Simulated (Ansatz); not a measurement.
The parent structure is AlCo in the CsCl type structure (space group Pm-3m, No. 221; a = 2.8239 Å; weakly magnetic (sensitive to the mesh)). Axes: x, y, z lie along the cube axes.

Computed with r2SCAN in Ansatz (plane waves to 500 eV, PAW, no SOC).

For the base:

Pressure: 0.0 GPa
Volume per atom: 11.26 Å³
Band gap: zero

It is then changed as follows: biaxial strain +0.86 %, plane normal [001], relaxed out of plane (Cartesian); in-plane vectors clamped, the third vector and the atoms free.

Problem. Predict the new pressure, energy relative to the base, volume per atom and band gap.

Solution. The pressure (mean of the normal stresses, compression positive) goes from zero to -1.9 GPa; the energy increases by 1.7 meV/atom; the volume per atom rises by 0.12 Å³ to 11.38 Å³; the band gap stays zero.

The magnetic state is the one reached from the starting moments; the real material's order can differ, and small cells can't hold many antiferromagnetic ones. Without a gap, meshes like the base's 16×16×16 leave anisotropic stresses uncertain by several tenths of a GPa, and small strain energies with them. Whether these cells are dynamically stable was not tested. Starting moments died away, wholly or in part, for the base; another magnetic solution may exist.

Ansatz is a quantum-chemistry and plane-wave program.
